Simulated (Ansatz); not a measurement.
SiGe (P6₃mc, No. 186, 4 atoms in the cell; start mp-978534) was calculated with LDA (Ansatz, a first-principles code, plane waves, PAW).

Numerical settings: plane-wave cutoff 520 eV, 12×12×6 k mesh (along the axes of the cell as run), Fermi–Dirac smearing 0.01 eV, scalar-relativistic PAW data made under PBE.

Cell (relaxed with PBEsol):

```
GeSi
1.0
    3.90059     0.00000     0.00000
   -1.95030     3.37801     0.00000
    0.00000     0.00000     6.44335
Si Ge
2 2
Direct
  0.66667   0.33333   0.87455
  0.33333   0.66667   0.37455
  0.66667   0.33333   0.50045
  0.33333   0.66667   0.00045
```

Q: Give the computed band gap.

A: 
- band gap = 0.35 eV

Note: cell and atoms aren't relaxed at this level (pressure -1.9 GPa).

Spin–orbit coupling is not included.

Computed values are for the static lattice.

The result took very roughly 40 core-seconds.

A start named mp-… is a Materials Project structure, which need not be a measured phase.
